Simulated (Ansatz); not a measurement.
Ansatz (a program for electronic structure) run on ZrHBr (P-3m1, 6 atoms in the cell): self-consistent single point.

Method: LDA (PW92), default PAW files made with PBE (plane waves; Ansatz).

```yaml
crystal:
  lattice:
    - [3.45098, 0.00000, 0.00000]
    - [-1.72549, 2.98864, 0.00000]
    - [0.00000, 0.00000, 10.22842]
  atoms:
    - { symbol: Zr, position: [0.33333, 0.66667, 0.64399] }
    - { symbol: Zr, position: [0.66667, 0.33333, 0.35601] }
    - { symbol: H, position: [0.33333, 0.66667, 0.44163] }
    - { symbol: H, position: [0.66667, 0.33333, 0.55837] }
    - { symbol: Br, position: [0.33333, 0.66667, 0.16881] }
    - { symbol: Br, position: [0.66667, 0.33333, 0.83119] }
```

Reference input (self-consistent single point, DFT, LDA (PW92), plane waves, default PAW files made with PBE): basis.ecutwfc = 420 eV; kpoints.mp_grid.grid = 15 15 5; hamiltonian.xc = lda; hamiltonian.pseudopotentials = {kind: paw} (the program's default PAW files); scf.occupations.method = cold; scf.occupations.width = 0.1 eV. This run's input differs from it in these lines:

Ansatz 0.2 input:
```diff
@@ -14,3 +14,3 @@
 basis:
-  ecutwfc: 420.0
+  ecutwfc: 295.0
 kpoints:
```

The program printed (abridged):

```
SCF iter   1: F=—  HF=-13579.282894 eV  |F-HF|=—  |Δ(HF+E_count)|=         —  Δρ=9.58e-3  dr2=1.21e-1  ethr=1.77e-3  ⟨swp⟩=6.3  Hψ=15039  notcnv=0
all-band conjugate gradients solve this SCF's bands
preconditioner: auto → LDOS
SCF iter   2: F=—  HF=-13579.259224 eV  |F-HF|=—  |Δ(HF+E_count)|=   2.37e-2  S|Δr|=    0.00e0  Δρ=4.46e-3  dr2=3.48e-2  ethr=3.03e-4  ⟨swp⟩=2.0  Hψ=5813  notcnv=0  defer=137
   [... lines left out ...]
SCF iter   5: F=—  HF=-13579.248737 eV  |F-HF|=—  |Δ(HF+E_count)|=   4.65e-5  S|Δr|=    0.00e0  Δρ=9.39e-5  dr2=1.83e-5  ethr=4.51e-7  ⟨swp⟩=2.0  Hψ=5101  notcnv=0  defer=137
SCF iter   6: F=—  HF=-13579.248732 eV  |F-HF|=—  |Δ(HF+E_count)|=   5.35e-6  S|Δr|=    0.00e0  Δρ=2.00e-5  dr2=4.12e-7  ethr=4.57e-8  ⟨swp⟩=2.1  Hψ=4129  notcnv=0  defer=131
SCF iter   7: F=-13579.248732 eV  HF=-13579.248732 eV  |F-HF|=3.97e-9  |Δ(HF+E_count)|=   2.59e-8  S|Δr|=    0.00e0  Δρ=4.10e-6  dr2=1.40e-8  ethr=2.50e-10  ⟨swp⟩=9.8  Hψ=14513  notcnv=0
SCF 1 converged in 7 iterations: F = -13579.248732 eV  dr2 = 1.40e-8
Stability not checked (fill_not_monotonic)
Free energy (F): -13579.248732 eV
Internal energy: -13579.247274 eV  (E = F + TS)
E sigma→0 (E₀):  -13579.248246 eV
Entropy (-TS):   -0.001458 eV (-0.243 meV/atom)
Fermi energy:    9.704530 eV
--- Forces (eV/Å), atoms counted from 1 ---
  atom   1  Zr     0.00000000    -0.00000000     0.15325419
  atom   2  Zr     0.00000000     0.00000000    -0.15325419
  atom   3  H      0.00000000     0.00000000     0.00992232
  atom   4  H      0.00000000    -0.00000000    -0.00992232
  atom   5  Br     0.00000000     0.00000000     0.58611848
  atom   6  Br    -0.00000000    -0.00000000    -0.58611848
--- Stress (GPa, compression-positive) ---
       -6.136880      -0.000000       0.000000
        0.000000      -6.136880       0.000000
        0.000000       0.000000      -6.342034
  P = ⅓ Tr σ = -6.2053 GPa (-62.053 kbar)
  The stress holds the Pulay correction. Without it, at fixed plane waves, as pw.x and ABINIT print it: P = -8.1622 GPa
```

The run converged in 7 iterations. Against the reference run the free energy goes up by 28.1 meV/atom, the pressure goes from -6.34 to -6.21 GPa and the largest force hardly changes (0.588 to 0.586 eV/Å).

The starting cell comes from a database of computed structures (which also holds hypothetical and non-ambient phases and stackings), without a prior relaxation at this level. Ansatz's pressure includes its estimate of the finite-basis (Pulay) stress. Without the estimate this run gives -8.16 GPa. The cutoff lies below the one recommended for these files.
